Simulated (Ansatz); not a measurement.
A self-consistent single point of MgNiF6 (R3, 8 atoms in the cell) with Ansatz (a program for electronic structure).

Method of the run: PBEsol, default PAW files made with PBE (plane waves; Ansatz).

The change in words: lattice scaled by 0.98; kpoints.mp_grid.grid: 7 7 7 → 12 12 12. Reference geometry:
```xyz
8
Lattice="2.4135 1.3934 4.3789 -2.4135 1.3934 4.3789 0.0000 -2.7868 4.3789" Properties=species:S:1:pos:R:3 pbc="T T T"
Mg     0.0000     0.0000     6.6183
Ni     0.0000     0.0000     0.0000
F     -0.9567     1.3294     5.4144
F      0.9567    -1.3294     7.7222
F     -0.6729    -1.4932     5.4144
F      0.6729     1.4932     7.7222
F      1.6296     0.1638     5.4144
F     -1.6296    -0.1638     7.7222
```

Reference input (self-consistent single point, DFT, PBEsol, plane waves, default PAW files made with PBE): basis.ecutwfc = 420 eV; kpoints.mp_grid.grid = 7 7 7; hamiltonian.xc = pbesol; hamiltonian.pseudopotentials = {kind: paw} (the program's default PAW files); scf.occupations.method = gaussian; scf.occupations.width = 0.1 eV. This run's input differs from it in these lines:

Ansatz 0.2 input:
```diff
@@ -2,5 +2,5 @@
   lattice:
-    - [2.41348200, 1.39342400, 4.37886500]
-    - [-2.41348200, 1.39342400, 4.37886500]
-    - [0.00000000, -2.78684900, 4.37886500]
+    - [2.36521200, 1.36555600, 4.29128800]
+    - [-2.36521200, 1.36555600, 4.29128800]
+    - [0.00000000, -2.73111200, 4.29128800]
   atoms:
@@ -17,3 +17,3 @@
 kpoints:
-  mp_grid: { grid: [7, 7, 7] }
+  mp_grid: { grid: [12, 12, 12] }
 hamiltonian:
```

Output (repeated stretches shortened):

```
SCF iter   1: F=—  HF=-12520.501699 eV  |F-HF|=—  |Δ(HF+E_count)|=         —  Δρ=1.60e-2  dr2=1.16e-1  ethr=1.77e-3  ⟨swp⟩=6.0  Hψ=50626  notcnv=0  defer=152
all-band conjugate gradients solve this SCF's bands
preconditioner: auto → Resta (q_TF=auto, 2.651 Å⁻¹)
SCF iter   2: F=—  HF=-12520.462406 eV  |F-HF|=—  |Δ(HF+E_count)|=   3.93e-2  Δρ=4.12e-3  dr2=8.46e-3  ethr=1.66e-4  ⟨swp⟩=2.0  Hψ=24403  notcnv=0  defer=824
   [... lines left out ...]
SCF iter   6: F=—  HF=-12520.461656 eV  |F-HF|=—  |Δ(HF+E_count)|=   1.12e-5  Δρ=1.19e-4  dr2=7.83e-6  ethr=1.18e-7  ⟨swp⟩=3.0  Hψ=17988  notcnv=0  defer=824
SCF iter   7: F=—  HF=-12520.461656 eV  |F-HF|=—  |Δ(HF+E_count)|=   5.27e-7  Δρ=6.16e-5  dr2=2.05e-6  ethr=1.12e-8  ⟨swp⟩=2.1  Hψ=18505  notcnv=0  defer=824
SCF iter   8: F=—  HF=-12520.461655 eV  |F-HF|=—  |Δ(HF+E_count)|=   2.13e-7  Δρ=2.56e-5  dr2=3.96e-7  ethr=2.93e-9  ⟨swp⟩=2.4  Hψ=19279  notcnv=0  defer=824
SCF iter   9: F=-12520.461655 eV  HF=-12520.461655 eV  |F-HF|=2.10e-9  |Δ(HF+E_count)|=   2.88e-8  Δρ=2.31e-6  dr2=4.13e-9  ethr=1.43e-10  ⟨swp⟩=9.7  Hψ=56476  notcnv=0
SCF 1 converged in 9 iterations: F = -12520.461655 eV  dr2 = 4.13e-9
Free energy (F): -12520.461655 eV
Internal energy: -12520.461655 eV  (E = F + TS)
E sigma→0 (E₀):  -12520.461655 eV
Fermi energy:    4.027616 eV
--- Forces (eV/Å), atoms counted from 1 ---
  atom   1  Mg    -0.00000000    -0.00000000    -0.48864065
  atom   2  Ni     0.00000000     0.00000000     0.23421239
  atom   3  F      0.35675063     0.06107042     0.24899496
  atom   4  F     -0.28717123    -0.22558249    -0.16418143
  atom   5  F     -0.23126385     0.27841990     0.24899496
  atom   6  F      0.33894578    -0.13590634    -0.16418143
  atom   7  F     -0.12548678    -0.33949032     0.24899496
  atom   8  F     -0.05177455     0.36148883    -0.16418143
--- Stress (GPa, compression-positive) ---
        7.540819       0.000001      -0.000000
       -0.000001       7.540819       0.000000
       -0.000000       0.000000       7.336375
  P = ⅓ Tr σ = 7.4727 GPa (74.727 kbar)
  The stress holds the Pulay correction. Without it, at fixed plane waves, as pw.x and ABINIT print it: P = 6.4978 GPa
```

The run converged in 9 iterations. Against the reference run the free energy goes up by 13.0 meV/atom, the pressure goes from -0.64 to 7.47 GPa, the largest force goes from 0.387 to 0.489 eV/Å and the gap on the mesh goes from 1.371 to 1.525 eV.

The starting cell comes from a database of computed structures (which also holds hypothetical and non-ambient phases and stackings), without a prior relaxation at this level. Its lattice was rescaled by up to half a per cent. One atom was moved a little off its site on purpose. For this run, on top of that: lattice scaled by 0.98. With a pressure of about 7 GPa the cell is away from its equilibrium volume at this level. Ansatz's pressure includes its estimate of the finite-basis (Pulay) stress. Without the estimate this run gives 6.50 GPa.

Cost on one core of a shared machine: roughly 2 min.
